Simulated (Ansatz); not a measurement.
## A constructed model of the (0001) surface of hcp Os, a layer of Ir in place of the second plane (bottom of the slab: a bare face, its two planes held)

Computed with PBE (plane waves to 420 eV, PAW; Ansatz, a quantum-chemistry and plane-wave program).

Model: 6-atom slab, 10.8 Å thick at the start, 16x16x1 mesh, Fermi-Dirac 0.1 eV, dipole correction, 2 atoms held, the rest relaxed; start symmetry kept, larger cells not searched; no spin, no spin-orbit, no U. It is one candidate, not shown to be the stable structure of the face.

* **work function of the top face**: 5.55 eV
* **energy released by relaxation**: 0.017 eV
* **cost**: roughly 2.2 core-minutes
